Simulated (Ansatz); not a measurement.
Ansatz (a first-principles code) run on ZnSe (F-43m, 2 atoms in the cell): self-consistent single point.

Level of theory: PBE, harder PAW files (source: ansatz) (plane waves; Ansatz).

```
CELL_PARAMETERS angstrom
      0.00000     2.83244     2.83244
      2.83244     0.00000     2.83244
      2.83244     2.83244     0.00000
ATOMIC_POSITIONS crystal
  Zn 0.00000 0.00000 0.00000
  Se 0.75000 0.75000 0.75000
```

Reference input (self-consistent single point, DFT, PBE, plane waves, harder PAW files (source: ansatz)): basis.ecutwfc = 660 eV; kpoints.mp_grid.grid = 5 5 5; hamiltonian.xc = pbe; hamiltonian.pseudopotentials = {kind: paw, source: ansatz}; scf.occupations.method = fixed. This run's input differs from it in these lines:

Ansatz 0.2 input:
```diff
@@ -11,3 +11,3 @@
 kpoints:
-  mp_grid: { grid: [5, 5, 5] }
+  mp_grid: { grid: [4, 4, 4] }
 hamiltonian:
```

Log, with long lists cut:

```
SCF iter   1: F=—  HF=-12954.706657 eV  |F-HF|=—  |Δ(HF+E_count)|=         —  Δρ=9.97e-2  dr2=3.14e0  ethr=3.10e-3  ⟨swp⟩=5.0  Hψ=655  notcnv=0  defer=11
all-band conjugate gradients solve this SCF's bands
preconditioner: auto → none
SCF iter   2: F=—  HF=-12954.042252 eV  |F-HF|=—  |Δ(HF+E_count)|=   6.64e-1  Δρ=6.73e-2  dr2=1.05e0  ethr=3.10e-3  ⟨swp⟩=3.0  Hψ=437  notcnv=0  defer=11
SCF iter   3: F=—  HF=-12953.634754 eV  |F-HF|=—  |Δ(HF+E_count)|=   4.07e-1  Δρ=1.64e-2  dr2=7.21e-2  ethr=2.91e-3  ⟨swp⟩=2.0  Hψ=370  notcnv=0  defer=5
   [... lines left out ...]
SCF iter   5: F=—  HF=-12953.612575 eV  |F-HF|=—  |Δ(HF+E_count)|=   1.54e-3  Δρ=1.51e-3  dr2=6.92e-4  ethr=1.60e-5  ⟨swp⟩=2.1  Hψ=333  notcnv=0  defer=12
SCF iter   6: F=—  HF=-12953.612540 eV  |F-HF|=—  |Δ(HF+E_count)|=   3.55e-5  Δρ=4.23e-4  dr2=5.07e-5  ethr=1.92e-6  ⟨swp⟩=2.0  Hψ=261  notcnv=0  defer=12
SCF iter   7: F=—  HF=-12953.612529 eV  |F-HF|=—  |Δ(HF+E_count)|=   1.09e-5  Δρ=1.38e-4  dr2=5.07e-6  ethr=1.41e-7  ⟨swp⟩=3.0  Hψ=350  notcnv=0
SCF iter   8: F=-12953.612527 eV  HF=-12953.612527 eV  |F-HF|=3.65e-9  |Δ(HF+E_count)|=   1.51e-6  Δρ=3.18e-6  dr2=3.62e-9  ethr=2.78e-10  ⟨swp⟩=6.0  Hψ=957  notcnv=0
SCF 1 converged in 8 iterations: F = -12953.612527 eV  dr2 = 3.62e-9
Free energy (F): -12953.612527 eV
Internal energy: -12953.612527 eV  (E = F + TS)
E sigma→0 (E₀):  -12953.612527 eV
Fermi energy:    8.197886 eV
--- Forces (eV/Å), atoms counted from 1 ---
  atom   1  Zn    -0.00000000     0.00000000     0.00000000
  atom   2  Se     0.00000000    -0.00000000    -0.00000000
--- Stress (GPa, compression-positive) ---
        2.557765       0.000000      -0.000000
        0.000000       2.557765       0.000000
       -0.000000       0.000000       2.557765
  P = ⅓ Tr σ = 2.5578 GPa (25.578 kbar)
  The stress holds the Pulay correction. Without it, at fixed plane waves, as pw.x and ABINIT print it: P = 2.5536 GPa
```

The run converged in 8 iterations. Against the reference run the free energy goes up by 24.3 meV/atom, the pressure goes from 2.31 to 2.56 GPa and the gap on the mesh moves little (1.292 to 1.284 eV).

The starting cell comes from a database of computed structures (which also holds hypothetical and non-ambient phases and stackings), without a prior relaxation at this level. Ansatz's pressure includes its estimate of the finite-basis (Pulay) stress.
